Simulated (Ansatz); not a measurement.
A self-consistent single point of Sr2P2O7 (Pna2_1, 44 atoms in the cell) with Ansatz (a first-principles code).

Method: PBEsol, default PAW files made with PBE (plane waves; Ansatz).

Input:

Ansatz 0.2 input:
```yaml
# Sr2P2O7
crystal:
  lattice:
    - [8.742423, 0.000000, 0.000000]
    - [0.000000, 13.079138, 0.000000]
    - [0.000000, 0.000000, 5.312476]
  atoms:
    - { symbol: P, position_ang: [1.946063, 0.434227, 2.656238] }
    - { symbol: P, position_ang: [6.796360, 12.644911, 0.000000] }
    - { symbol: P, position_ang: [2.425148, 6.973796, 0.000000] }
    - { symbol: P, position_ang: [6.317275, 6.105342, 2.656238] }
    - { symbol: O, position_ang: [3.715530, 3.008202, 1.381244] }
    - { symbol: O, position_ang: [5.026893, 10.070936, 4.037482] }
    - { symbol: O, position_ang: [0.655682, 9.547771, 4.037482] }
    - { symbol: O, position_ang: [8.086741, 3.531367, 1.381244] }
    - { symbol: P, position_ang: [4.108939, 2.356861, 2.656238] }
    - { symbol: P, position_ang: [4.633484, 10.722277, 0.000000] }
    - { symbol: P, position_ang: [0.262273, 8.896430, 0.000000] }
    - { symbol: P, position_ang: [8.480150, 4.182708, 2.656238] }
    - { symbol: Sr, position_ang: [1.512439, 3.125914, 0.000000] }
    - { symbol: Sr, position_ang: [7.229984, 9.953224, 2.656238] }
    - { symbol: Sr, position_ang: [2.858772, 9.665483, 2.656238] }
    - { symbol: Sr, position_ang: [5.883651, 3.413655, 0.000000] }
    - { symbol: O, position_ang: [3.435772, 0.928619, 2.656238] }
    - { symbol: O, position_ang: [5.306651, 12.150519, 0.000000] }
    - { symbol: O, position_ang: [0.935439, 7.468188, 0.000000] }
    - { symbol: O, position_ang: [7.806984, 5.610950, 2.656238] }
    - { symbol: Sr, position_ang: [3.281906, 5.396452, 2.656238] }
    - { symbol: Sr, position_ang: [5.460517, 7.682686, 0.000000] }
    - { symbol: Sr, position_ang: [1.089306, 11.936021, 0.000000] }
    - { symbol: Sr, position_ang: [7.653117, 1.143117, 2.656238] }
    - { symbol: O, position_ang: [1.311363, 0.876302, 3.931232] }
    - { symbol: O, position_ang: [7.431060, 12.202836, 1.274994] }
    - { symbol: O, position_ang: [3.059848, 7.415871, 1.274994] }
    - { symbol: O, position_ang: [5.682575, 5.663267, 3.931232] }
    - { symbol: O, position_ang: [5.542696, 2.131899, 2.656238] }
    - { symbol: O, position_ang: [3.199727, 10.947239, 0.000000] }
    - { symbol: O, position_ang: [7.570938, 8.671468, 0.000000] }
    - { symbol: O, position_ang: [1.171485, 4.407670, 2.656238] }
    - { symbol: O, position_ang: [3.593136, 3.008202, 3.878107] }
    - { symbol: O, position_ang: [5.149287, 10.070936, 1.221869] }
    - { symbol: O, position_ang: [0.778076, 9.547771, 1.221869] }
    - { symbol: O, position_ang: [7.964347, 3.531367, 3.878107] }
    - { symbol: O, position_ang: [2.028242, 12.058965, 2.656238] }
    - { symbol: O, position_ang: [6.714181, 1.020173, 0.000000] }
    - { symbol: O, position_ang: [2.342969, 5.519396, 0.000000] }
    - { symbol: O, position_ang: [6.399454, 7.559742, 2.656238] }
    - { symbol: O, position_ang: [1.311363, 1.007094, 1.434369] }
    - { symbol: O, position_ang: [7.431060, 12.072044, 4.090607] }
    - { symbol: O, position_ang: [3.059848, 7.546663, 4.090607] }
    - { symbol: O, position_ang: [5.682575, 5.532475, 1.434369] }
basis:
  ecutwfc: 250.0
kpoints:
  mp_grid:
    grid: [2, 1, 3]
hamiltonian:
  xc: pbesol
  pseudopotentials:
    kind: paw
scf:
  occupations:
    method: cold
    width: 0.05
output:
  forces: true
  eigenvalues: true
  stress: true
```

The program printed (abridged):

```
SCF iter   1: F=—  HF=-49560.142167 eV  |F-HF|=—  |Δ(HF+E_count)|=         —  Δρ=5.94e-2  dr2=8.31e0  ethr=1.77e-3  ⟨swp⟩=10.0  Hψ=4438  notcnv=0  defer=59
all-band conjugate gradients solve this SCF's bands
preconditioner: auto → Resta (q_TF=auto, 2.409 Å⁻¹)
SCF iter   2: F=—  HF=-49557.533642 eV  |F-HF|=—  |Δ(HF+E_count)|=    2.61e0  S|Δr|=    0.00e0  Δρ=1.70e-2  dr2=4.48e-1  ethr=1.77e-3  ⟨swp⟩=3.0  Hψ=1467  notcnv=0  defer=144
   [... lines left out ...]
SCF iter   7: F=—  HF=-49557.607814 eV  |F-HF|=—  |Δ(HF+E_count)|=   6.33e-4  S|Δr|=    0.00e0  Δρ=2.68e-5  dr2=3.73e-6  ethr=5.35e-9  ⟨swp⟩=2.2  Hψ=1313  notcnv=0  defer=144
SCF iter   8: F=—  HF=-49557.607815 eV  |F-HF|=—  |Δ(HF+E_count)|=   6.50e-7  S|Δr|=    0.00e0  Δρ=1.09e-5  dr2=6.73e-7  ethr=1.30e-9  ⟨swp⟩=2.0  Hψ=1095  notcnv=0  defer=144
SCF iter   9: F=-49557.607815 eV  HF=-49557.607815 eV  |F-HF|=2.24e-8  |Δ(HF+E_count)|=   3.59e-7  S|Δr|=    0.00e0  Δρ=3.60e-6  dr2=6.87e-8  ethr=3.47e-11  ⟨swp⟩=19.0  Hψ=5979  notcnv=0
SCF 1 converged in 9 iterations: F = -49557.607815 eV  dr2 = 6.87e-8
Stability not checked (fill_not_monotonic)
Free energy (F): -49557.607815 eV
Internal energy: -49557.607815 eV  (E = F + TS)
E sigma→0 (E₀):  -49557.607815 eV
Fermi energy:    7.951878 eV
--- Forces (eV/Å), atoms counted from 1 ---
  atom   1  P      1.59719666     1.33384391     0.15842825
  atom   2  P     -1.59719666    -1.33384391     0.15842825
  atom   3  P     -1.59719666     1.33384391     0.15842825
  atom   4  P      1.59719666    -1.33384391     0.15842825
  atom   5  O     -1.19959234     2.16008968    -2.60697931
   [... 35 lines left out ...]
   [... lines left out ...]
  atom  44  O     -1.85529676    -1.01389029    -2.22419392
--- Stress (GPa, compression-positive) ---
       15.214351      -0.000000      -0.000000
       -0.000000      15.238103       0.000000
       -0.000000       0.000000      14.080780
  P = ⅓ Tr σ = 14.8444 GPa (148.444 kbar)
  The stress holds the Pulay correction. Without it, at fixed plane waves, as pw.x and ABINIT print it: P = -51.8839 GPa
```

The run converged in 9 iterations. For comparison: a first run was changed to give this one (lattice scaled by 0.97; basis.ecutwfc: 420 eV → 250 eV), and from it to this one the free energy rises by 1.30 eV/atom, the pressure goes from -1.78 to 14.84 GPa, the largest force goes from 1.816 to 4.543 eV/Å and the gap on the mesh goes from 5.019 to 5.353 eV.

The starting cell comes from a database of published, mostly measured structures (it also holds non-ambient and calculated ones), without a prior relaxation at this level. Its lattice was rescaled by a random factor within 2.5 % of one. For this run, on top of that: lattice scaled by 0.97. Forces in this geometry exceed 1 eV/Å. Ansatz's pressure includes its estimate of the finite-basis (Pulay) stress. Without the estimate this run gives -51.88 GPa. The cutoff lies below the one recommended for these files.
